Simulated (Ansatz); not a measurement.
## Sc, response to strain

Start from Sc in the hcp (Mg type) structure (space group P6_3/mmc, No. 194; a = 3.318 Å, c = 5.186 Å; relaxed with 0.1 eV smearing).

Strains are applied to the cell and any free atomic positions relax.

Level of theory: plane-wave PAW DFT at the PBE level (Ansatz, an electronic-structure program, 420 eV), spin-orbit coupling left out.

Candidates:
(a) isotropic strain +1.50 %
(b) isotropic strain −1.50 %
(c) isotropic strain +1.00 %

Notes on the quantities. energy relative to the base: free energy F.

Task: Order them by energy relative to the base, highest first.

Result: (b) isotropic strain −1.50 % (+8.7 meV/atom), (a) isotropic strain +1.50 % (+8.1 meV/atom), (c) isotropic strain +1.00 % (+3.6 meV/atom)

Whether these cells are dynamically stable was not tested. The final runs are not spin-polarised.
